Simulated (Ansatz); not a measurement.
**TiS2, point defects**

Base system: a 12-atom supercell of TiS₂ in the CdI2 type structure (space group P-3m1, No. 164; a = 3.3605 Å, c = 5.5229 Å; layered, stacked along the Cartesian z axis) at its relaxed geometry.

One neutral defect a cell, atoms relaxed at fixed cell.

Method: PBE-D3(BJ) (Ansatz, a program for electronic structure, PAW, spin-orbit coupling left out), earlier PAW set.

```json
[
 {"case": "perfect supercell", "pressure": "0.0 GPa", "largest displacement of a host atom from its site in the perfect cell": "–"},
 {"case": "O on a S site, symmetric start", "pressure": "-1.8 GPa", "largest displacement of a host atom from its site in the perfect cell": "0.11 Å"},
 {"case": "Ti on a S site (antisite), symmetric start", "pressure": "-2.5 GPa", "largest displacement of a host atom from its site in the perfect cell": "0.08 Å"},
 {"case": "Ti vacancy", "pressure": "-1.3 GPa", "largest displacement of a host atom from its site in the perfect cell": "0.08 Å"},
 {"case": "H interstitial (started 2.35 Å from the nearest host atom)", "pressure": "1.1 GPa", "largest displacement of a host atom from its site in the perfect cell": "0.08 Å"},
 {"case": "Se on a S site", "pressure": "0.9 GPa", "largest displacement of a host atom from its site in the perfect cell": "0.03 Å"}
]
```

In so small a cell the defect repeats every few ångströms: this is an ordered compound, not a dilute defect. Defects with a symmetric start kept the site's symmetry and may sit on a saddle; the others started slightly shaken. The final runs are not spin-polarised.
